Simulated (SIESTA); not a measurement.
Worked example: self-consistent single point of SrAl2 (P4/nmm, 6 atoms in the cell) in SIESTA.

Computed with GGA BLYP, numerical atomic orbitals DZP, PseudoDojo PBE standard norm-conserving potentials (rewritten from UPF to PSML) run with SIESTA 5.4.2.

```xyz
6
Lattice="4.4655 0.0000 0.0000 0.0000 4.4655 0.0000 0.0000 0.0000 7.9013" Properties=species:S:1:pos:R:3 pbc="T T T"
Sr     2.2327     0.0000     2.5720
Sr     0.0000     2.2327     5.3293
Al     0.0000     0.0000     0.0000
Al     2.2327     2.2327     0.0000
Al     0.0000     2.2327     1.5968
Al     2.2327     0.0000     6.3045
```

Reference input (self-consistent single point, DFT, LDA PW92, numerical atomic orbitals DZP, PseudoDojo LDA standard norm-conserving potentials (rewritten from UPF to PSML)): XC.functional = LDA; XC.authors = PW92; potentials = PseudoDojo LDA standard; PAO.BasisSize = DZP; PAO.EnergyShift = 0.005 Ry; MeshCutoff = 300 Ry; kgrid.MonkhorstPack = 5 5 3; OccupationFunction = MP; OccupationMPOrder = 1; ElectronicTemperature = 200 meV; MaxSCFIterations = 150; SCF.Mixer.Method = Broyden. This run's input differs from it in these lines:

```diff
@@ -1,2 +1,2 @@
-# files in the folder: Sr.psml Al.psml (PseudoDojo LDA standard)
+# files in the folder: Sr.psml Al.psml (PseudoDojo PBE standard)
 SystemName  SrAl2
@@ -26,4 +26,4 @@
 
-XC.functional                LDA
-XC.authors                   PW92
+XC.functional                GGA
+XC.authors                   BLYP
 PAO.BasisSize                DZP
```

Output (repeated stretches shortened):

```
        iscf     Eharris(eV)        E_KS(eV)     FreeEng(eV)     dDmax    Ef(eV) dHmax(eV)
   scf:    1    -2072.675000    -2100.304459    -2100.304747  1.294005 -4.217543  4.619823
   scf:    2    -2103.076305    -2103.017365    -2103.011138  0.391554 -3.964413  1.334864
   scf:    3    -2103.356874    -2103.220145    -2103.210207  0.042745 -3.885522  1.092089
   scf:    4    -2103.329662    -2103.291630    -2103.281916  0.114628 -3.779737  0.182237
   scf:    5    -2103.290220    -2103.294101    -2103.281906  0.017443 -3.776391  0.152505
   [... 12 lines left out ...]
   scf:   18    -2103.295820    -2103.295820    -2103.285046  0.000020 -3.784719  0.000028
   scf:   19    -2103.295820    -2103.295820    -2103.285046  0.000015 -3.784719  0.000022
   scf:   20    -2103.295820    -2103.295820    -2103.285046  0.000011 -3.784719  0.000017
   scf:   21    -2103.295820    -2103.295820    -2103.285046  0.000009 -3.784720  0.000013
SCF Convergence by DM+H criterion
max |DM_out - DM_in|         :     0.0000086937
max |H_out - H_in|      (eV) :     0.0000129620
SCF cycle converged after 21 iterations

Using DM_out to compute the final energy and forces

siesta: E_KS(eV) =            -2103.2958

siesta: E_KS - E_eggbox =     -2103.2958

siesta: Atomic forces (eV/Ang):
     1   -0.000000    0.000000    0.345065
     2    0.000000   -0.000000   -0.345065
     3   -0.000000   -0.000000   -0.000000
     4    0.000000    0.000000    0.000000
     5   -0.000000   -0.000000    0.003679
     6   -0.000000   -0.000000   -0.003679
   Tot   -0.000000   -0.000000   -0.000000
   Max    0.345065
   Res    0.115028    sqrt( Sum f_i^2 / 3N )
   Max    0.345065    constrained

   [... lines left out ...]
siesta: FreeEng =     -2103.285046
siesta: Cell volume =        157.556363 Ang**3
siesta:          65.44869532         68.73240684  kBar
   [... lines left out ...]
   4  3.159   1.416  -0.025   0.090   0.141   0.090   0.274   0.384   0.274
   [... 5 lines left out ...]

mulliken: Qtot =       32.000

Mulliken Atomic Populations:
Atom #   charge [q] valence [e]  Species
     1     0.927614    9.072386  Sr
     2     0.927614    9.072386  Sr
     3    -0.158908    3.158908  Al
     4    -0.158908    3.158908  Al
     5    -0.768706    3.768706  Al
     6    -0.768706    3.768706  Al
 Total    -0.000000
```

The run converged in 21 iterations. Against the reference run the pressure goes from 1.57 to 6.54 GPa and the largest force goes from 0.279 to 0.345 eV/Å. The full log also holds: “xc_check: WARNING: Pseudopotential generated with GGA PBE functional”.

The starting cell comes from a database of computed structures (which also holds hypothetical and non-ambient phases and stackings), without a prior relaxation at this level. Values carry the incompleteness of an atom-centred basis. With a pressure of about 7 GPa the cell is away from its equilibrium volume at this level.

Cost on one core of a shared machine: roughly 3 min.
